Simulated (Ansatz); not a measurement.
Functionals compared on CH3 on the 1x1 (111) surface of fcc Ir, one in a 2x2 cell, started at the site 'top Ir', in Ansatz (plane waves, PAW). The structure was relaxed with PBE; the other rows are single points on it, each with its references at the same level. Cutoff 420 eV (500 eV for r2SCAN).

Slab: 20 atoms, 6.6 Å thick at the start under the adsorbate (thin: gaps and levels are the slab's own); k 6x6x1, smearing 0.1 eV, dipole-corrected; 8 atoms held, the rest relaxed; symmetry of the start imposed; spin-polarised, no spin-orbit, no U, no dispersion correction. The starting moment vanished. At the end it is bonded to Ir. In PBE it is, or lies within 0.03 eV of, the lowest of the starts that converged. These notes are the PBE run's. r2SCAN: The program's check for a lower electronic state was not made. Adsorption energies are against CH4(g) − ½ H2(g). A negative adsorption energy means that the adsorbate is more stable on the surface than in its reference.

| functional | adsorption energy (eV) | work function of the top face (eV) | change of the work function (eV) | magnetic moment of the cell (μB) | rough cost of the single point |
|---|---|---|---|---|---|
| PBE | 0.64 | 4.93 | -0.56 | 0.00 | – |
| RPBE | 0.80 | 4.83 | -0.51 | 0.00 | very roughly 10 core-minutes |
| r2SCAN | … | … | … | 0.00 | about 11 core-minutes (a rough figure) |

Task: Fill in the missing entries.

Result: 
- r2SCAN, adsorption energy (eV): 0.51
- r2SCAN, work function of the top face (eV): 4.99
- r2SCAN, change of the work function (eV): -0.55

Ansatz is a first-principles code.
